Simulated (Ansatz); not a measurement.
Results of rVV10 in Ansatz (PAW) for bcc Eu.

The input as run:

Ansatz 0.2 input:
```yaml
crystal:
  lattice:
    - [-2.1431014719, 2.1431014719, 2.1431014719]
    - [2.1431014719, -2.1431014719, 2.1431014719]
    - [2.1431014719, 2.1431014719, -2.1431014719]
  atoms:
    - { symbol: Eu, position: [0.0, 0.0, 0.0], spin: 7.0 }
basis:
  ecutwfc: 520
  ecutrho_ratio: 4
  xc_grid: 2
kpoints:
  mp_grid: { grid: [18, 18, 18] }
hamiltonian:
  xc: { exchange: rpw86, correlation: pbe }
  dispersion: rvv10
  pseudopotentials: { kind: paw }
scf:
  occupations: { method: fermi_dirac, width: 0.05 }
  convergence: { dr2_threshold: 0.0000000001 }
output:
  forces: false
  stress: true
  eigenvalues: true
magnetization:
  spin_polarized: true
```

Excerpt of the program's output:

```
Crystal: 1 atoms, lattice volume = 39.372 Å³
Basis set: ecut = 520 eV, 1055 PW (Γ), exchange–correlation on 60×60×60 points (8 copies of the dense FFT grid, shifted against one another)
Bands: 16, of which v1, the nominal top of the filled ones, is band 9 counted from 1 (8 counted from 0)
Symmetry: 48 space group operations
Space group: Im-3m (ITA 229), of the structure as read, at distance tolerance 3.4e-5 Å
k-points: 195 of 5832
Initial density: superposition of atomic densities (chi_scale 0.1, normalization cell)
Functional: x = rpw86, c = pbe(β = 0.06672455060314922) + rvv10(b = 6.3, C = 0.0093)
spin=Collinear: Kerker preconditioning applied to the charge; magnetization (m = ρ↑ − ρ↓) channel mixes plain (no charge-response kernel on spin).
SCF 1 converged in 14 iterations: F = -8822.743146 eV  dr2 = 1.35e-12
SCF converged after 14 iterations
Magnetization: 7.1651 μB (12.0826 up, 4.9174 down)
Free energy (F): -8822.743146 eV
Internal energy: -8822.731329 eV  (E = F + TS)
E sigma→0 (E₀):  -8822.737237 eV
Fermi energy:    9.852390 eV
--- Stress (GPa, compression-positive) ---
        0.000204       0.000000       0.000000
       -0.000000       0.000204       0.000000
       -0.000000      -0.000000       0.000204
  P = ⅓ Tr σ = 0.0002 GPa (0.002 kbar)
```

The PAW data were made under PBE.

The run is spin-polarised with parallel starting moments, which need not be the measured order.

Note: the 4f shell is treated without U or exact exchange, so its levels and filling can be wrong.

Cost on a shared machine: about 40 core-seconds (a rough figure).

Ansatz is a quantum-chemistry and plane-wave program.
